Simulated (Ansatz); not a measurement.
Results of BLYP in Ansatz (plane waves, PAW) for B20 (FeSi-type) FeGe.

Numerical settings: plane-wave cutoff 520 eV, 12×12×12 k mesh, Fermi–Dirac smearing 0.05 eV, spin-polarised with parallel moments, scalar-relativistic PAW data made under PBE.

Equation-of-state points:

```csv
V (Å³/atom),E − E_lowest (meV/atom),P (GPa)
13.047,8.31,5.17
13.318,1.97,2.38
13.590,0.00,0.01
13.862,1.72,-1.96
14.134,6.50,-3.61
```

### Question
Estimate the bulk modulus from the pressures at 13.318 and 13.862 Å³/atom, and compare it with a fit to all energies.

### Answer
B = −V dP/dV. Between V = 13.318 and 13.862 Å³/atom, dP/dV = (-1.96 − (2.38))/(13.862 − 13.318) = -7.98 GPa per Å³/atom; at the midpoint 13.590 Å³/atom this gives B ≈ 108 GPa. The third-order Birch–Murnaghan fit gives V0 = 13.592 Å³/atom, B0 = 108 GPa, B′ = 7.7, which lies within 1 % of that estimate.

Shape and atoms are relaxed at each volume.

Measured, for comparison: bulk modulus 147 ± 3 GPa (82 K, zero-point motion not removed; as tabulated in Wilhelm et al. (2007), arXiv:cond-mat/0703031); equilibrium volume per atom 12.97 Å³/atom (295 K, not corrected to a static lattice; as tabulated in Wilhelm et al. (2007), arXiv:cond-mat/0703031). Computed (rounded) less measured: bulk modulus -27 %, equilibrium volume per atom +4.8 %.

Note: the collinear magnetic order is the start's and need not be the measured one; the bulk modulus comes from volumes at which shape and atoms were relaxed.

Ansatz is a first-principles code.
